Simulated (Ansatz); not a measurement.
The starting structures come from a database of crystals and need not be the phases stable at ambient conditions.

Inside the gap of an insulator the Bloch states are evanescent, with a wavenumber k + iκ along the transport direction.

Here is the system:

```
CELL_PARAMETERS angstrom
      5.01501    -0.11013     0.38562
      0.23071    10.92934     0.19145
      2.09373    -0.09103     2.67379
ATOMIC_POSITIONS crystal
  Pd 0.00000 0.00000 0.50000
  Pd 0.50000 0.50000 0.50000
  Cl 0.64607 0.36437 0.85393
  Cl 0.35393 0.63563 0.14607
  Cl 0.85388 0.86444 0.14612
  Cl 0.14612 0.13556 0.85388
```

Space group of this cell: P2/m. The cell was relaxed by PBE-D3(BJ); by PBEsol its mean pressure is -1.6 GPa.

Transport runs along the normal of the first two printed cell vectors.

No gap correction and no spin-orbit coupling; mid-gap values are interpolated between computed energies.

Task: Estimate the band gap and the smallest decay constant κ at mid-gap that PBEsol in Ansatz (an electronic-structure program) returns for this system.

Result: Gap 0.62 eV on a 12×4×12 mesh; κ = 0.219 1/Å, at (0.333, 0.000) of the in-plane reciprocal vectors. At the zone centre, at the nearest computed energy, the slowest state has κ = 0.27 1/Å.
